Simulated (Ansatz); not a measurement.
Worked example: zone-centre phonon calculation of CsH3O2 (Amm2, 6 atoms in the cell) in Ansatz (a program for electronic structure).

Level of theory: LDA (PW92), default PAW files made with PBE (plane waves; Ansatz).

```xyz
6
Lattice="4.2715 0.0000 0.0000 0.0000 2.2237 4.0437 0.0000 -2.2237 4.0437" Properties=species:S:1:pos:R:3 pbc="T T T"
Cs     0.0000     0.0000     7.9687
H      2.1357     0.0000     4.5165
H      2.1357    -0.8484     2.1184
H      2.1357     0.8484     2.1184
O      2.1357     0.0000     5.4954
O      2.1357     0.0000     2.7017
```

Reference input (self-consistent single point, DFT, LDA (PW92), plane waves, default PAW files made with PBE): basis.ecutwfc = 420 eV; kpoints.mp_grid.grid = 6 6 6; hamiltonian.xc = lda; hamiltonian.pseudopotentials = {kind: paw} (the program's default PAW files); scf.occupations.method = fixed. This run's input differs from it in these lines:

```diff
@@ -24,6 +24,8 @@
     method: fixed
-output:
-  forces: true
-  eigenvalues: true
-  stress: true
+  convergence:
+    dr2_threshold: 1.0e-07 eV
+phonons:
+  method: dfpt
+  dielectric: true
+  rigid_motions: translations
```

Output (repeated stretches shortened):

```
SCF iter   1: F=—  HF=-6664.991878 eV  |F-HF|=—  |Δ(HF+E_count)|=         —  Δρ=9.16e-3  dr2=6.08e-2  ethr=1.77e-3  ⟨swp⟩=4.1  Hψ=9765  notcnv=0  defer=431
all-band conjugate gradients solve this SCF's bands
preconditioner: auto → Resta (q_TF=auto, 2.247 Å⁻¹)
SCF iter   2: F=—  HF=-6664.974864 eV  |F-HF|=—  |Δ(HF+E_count)|=   1.70e-2  Δρ=4.21e-3  dr2=7.83e-3  ethr=2.53e-4  ⟨swp⟩=2.7  Hψ=4212  notcnv=0  defer=448
   [... lines left out ...]
SCF iter   4: F=—  HF=-6664.971614 eV  |F-HF|=—  |Δ(HF+E_count)|=   7.31e-4  Δρ=5.59e-4  dr2=1.95e-4  ethr=9.86e-6  ⟨swp⟩=2.6  Hψ=3284  notcnv=0  defer=448
SCF iter   5: F=—  HF=-6664.971586 eV  |F-HF|=—  |Δ(HF+E_count)|=   2.83e-5  Δρ=2.26e-4  dr2=2.83e-5  ethr=8.13e-7  ⟨swp⟩=2.3  Hψ=3153  notcnv=0  defer=358
SCF iter   6: F=—  HF=-6664.971589 eV  |F-HF|=—  |Δ(HF+E_count)|=   2.98e-6  Δρ=4.10e-5  dr2=1.57e-6  ethr=1.18e-7  ⟨swp⟩=2.8  Hψ=3208  notcnv=0  defer=154
SCF iter   7: F=-6664.971589 eV  HF=-6664.971589 eV  |F-HF|=7.39e-10  |Δ(HF+E_count)|=   3.45e-7  Δρ=6.63e-6  dr2=3.58e-8  ethr=4.17e-10  ⟨swp⟩=14.1  Hψ=18014  notcnv=0
SCF 1 converged in 7 iterations: F = -6664.971589 eV  dr2 = 3.58e-8
DFPT response loops at Γ: preconditioner auto → none (the input reference at scf.mixing.eps_inf says where Resta's filter doesn't serve); β = 0.50 …
Free energy (F): -6664.971589 eV
Internal energy: -6664.971589 eV  (E = F + TS)
E sigma→0 (E₀):  -6664.971589 eV
Fermi energy:    2.885476 eV
--- Phonons (Γ-DFPT): 15 representative perturbations + reference, on 112 of 216 k-points (Σ response iterations 65) ---
  k mesh reduced under 1 symmetry operation, with k and −k counted as one. Each operation leaves every solved perturbation unchanged …
  ASR residual: 6.567e-3 → 0.000e0 eV/Å²; symmetrization residual: 4.637e-7 eV/Å²
   [... lines left out ...]
  k-mesh period / interband length: 26.7 Å / 1.25 Å = 21.29 at k = (0.0000, 0.0000, 0.0000), direct gap 4.011 eV — 14 or more, which is no proof of convergence
   [... lines left out ...]
       -121.09      1             0.0967
         56.85      1             1.5581
         67.95      1             2.1634
   [... 12 lines left out ...]
  optical modes at Γ + LO–TO along q̂ = [0.0000, 0.0000, 1.0000]:
      ω (cm⁻¹)  modes    IR ((D/Å)²/amu)
       -121.09      1             0.0967
         55.92      1             1.3358
         67.95      1             2.1634
   [... 12 lines left out ...]
```

The run converged in 7 iterations. 

Summary of the result:
* **Free energy E − TS (on the zero of these files)**: -6664.9716 eV
* **Top of the valence band (on the code's own zero)**: 2.89 eV
* **Gap on the k-point mesh**: 4.01 eV
* **Zone-centre frequencies (cm⁻¹; negative means imaginary)**: -121, 0, 0, 0, 56, 57, 68, 312, 389, 646, 752, 928, 1006, 1157, 1606, 2456, 2664, 3497
* **ε∞ at this k-point mesh, which may be far from converged in small-gap cells (xx, yy, zz)**: 2.62, 2.78, 2.63
* **Born charges at this mesh (mean of the diagonal, e)**: Cs 1.34, H 0.46, H 0.75, H 0.75, O -1.68, O -1.63

The starting cell comes from a database of computed structures (which also holds hypothetical and non-ambient phases and stackings), without a prior relaxation at this level. Its lattice was rescaled by up to half a per cent. The frequencies listed for the zone centre hold no LO-TO term.

Cost on one core of a shared machine: roughly 5 min.

Keys are those of Ansatz 0.2.
